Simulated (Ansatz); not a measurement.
Band structure of Zn₇Tc (Fm-3m, 8 atoms in the cell).

```
Zn7Tc
1.0
    0.00000     3.82291     3.82291
    3.82291     0.00000     3.82291
    3.82291     3.82291     0.00000
Zn Tc
7 1
Direct
  0.50000   0.00000   0.00000
  0.50000   0.00000   0.50000
  0.00000   0.50000   0.50000
  0.00000   0.50000   0.00000
  0.50000   0.50000   0.00000
  0.00000   0.00000   0.50000
  0.50000   0.50000   0.50000
  0.00000   0.00000   0.00000
```

Method: PBEsol, PAW files (plane waves; Ansatz, a first-principles code).

Settings: basis.ecutwfc = 500 eV; kpoints.mp_grid.grid = 6 6 6; hamiltonian.xc = pbesol; hamiltonian.pseudopotentials = {kind: paw} (the program's default PAW files); scf.occupations.method = fermi_dirac; scf.occupations.width = 0.1 eV; kpoints.band_path.npoints = 8.

The starting cell comes from a database of computed structures (which also holds hypothetical and non-ambient phases and stackings), without a prior relaxation at this level. Spin polarisation is off.

Levels in eV from the Fermi level, bands 46 to 53:
```tsv
point	46	47	48	49	50	51	52	53
Γ	-2.75	-2.75	-1.40	-1.40	-0.46	-0.46	-0.46	-0.02
X	-1.89	-1.89	-1.35	-0.44	0.57	3.17	3.17	3.21
W	-2.12	-1.86	-1.38	-0.22	0.63	0.63	0.85	3.10
K	-2.04	-1.90	-1.35	-0.44	0.55	1.34	2.00	2.22
L	-2.15	-2.15	-1.75	-1.75	0.61	0.61	1.00	2.89
U	-2.04	-1.90	-1.35	-0.44	0.55	1.34	2.00	2.22
```

Bands cross the Fermi level along this path, so the cell is metallic at this level.

Keys are those of Ansatz 0.2.
